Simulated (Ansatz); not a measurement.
# ZrN under a change: biaxial strain −4.35 %, plane normal [001], relaxed out of plane

Consider ZrN in the rock salt structure (space group Fm-3m, No. 225; a = 4.553 Å; relaxed with 0.1 eV smearing). Axes: x, y, z lie along the cube axes.

The change: compressive biaxial strain of 4.35 % in the plane normal to [001], as in epitaxy on a mismatched substrate; the out-of-plane cell vector and the atoms relax.

The values are results of PBEsol (Ansatz, an electronic-structure program, PAW, no spin-orbit coupling), earlier PAW set, not measurements. Settings: 22×22×22 k-points, 0.1 eV Fermi–Dirac smearing.

* **Volume per atom**: 10.98 Å³ (base 11.80 Å³)
* **Shortest interatomic distance**: 2.178 Å (base 2.277 Å)
* **Energy relative to the base (free energy F)**: +108 meV/atom
* **Band gap**: zero (base zero)
* **Out-of-plane strain**: +1.74 %
* **Ratio −ε⊥/ε∥**: 0.40
* **Mean in-plane stress (compression positive)**: +37.7 GPa

Final structure (turned so that z lies along the plane normal):

```
ZrN
1.0
    3.07948     0.00000     0.00000
    0.00000     3.07948     0.00000
    1.53974    -1.53974     2.31621
N Zr
1 1
Direct
  0.00000   0.00000   0.00000
  0.50000   0.50000   0.00000
```

No phonon test of stability was made. All final runs are without spin polarisation. An odd electron count without spin: ZrN.
